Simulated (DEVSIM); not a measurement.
Device: abrupt In0.53Ga0.47As p-n junction, at 400 K.

```csv
layer (left to right),material,thickness (μm),Nd (cm⁻³),Na (cm⁻³),τn (s),τp (s)
1,In0.53Ga0.47As,9.00,-,2.3e15,4.1e-10,4.1e-10
2,In0.53Ga0.47As,0.780,6.5e16,-,4.1e-10,4.1e-10
```

Left contact: ohmic. Right contact: ohmic. Voltage is applied to the left contact. Recombination: SRH at mid-gap. Mobility is constant in doping.

Constants are typed, rounded textbook-type inputs, not results; the design itself was drawn at random and stands for no fabricated device. Values at 300 K; Nc and Nv go as T^1.5, mobilities as T to minus their exponent, the gap by Varshni's rule with the affinity fixed.

```csv
parameter,In0.53Ga0.47As
gap (eV),0.74
affinity (eV),4.51
permittivity,13.9
Nc (cm⁻³),2.1e17
Nv (cm⁻³),7.7e18
μn (cm²/Vs),12000
μp (cm²/Vs),300
T exponent of μn,1.6
T exponent of μp,1.6
Varshni α (eV/K),0.00035
Varshni β (K),190
```

Simulated with DEVSIM: 1D drift-diffusion, Boltzmann statistics, complete ionisation; no tunnelling, impact ionisation, image-force lowering or self-heating.

The minority lifetime in layer 1 was swept, all else fixed.

```tsv
minority lifetime in layer 1 (s)	dark forward voltage at 100 A/cm² (V)
1.2e-11	1.073
4.1e-11	0.929
1.2e-10	0.745
4.1e-10	0.544
1.2e-9	0.417
4.1e-9	0.331
1.2e-8	0.292
```

From the first row to the last the dark forward voltage at 100 A/cm² goes from 1.073 to 0.292.
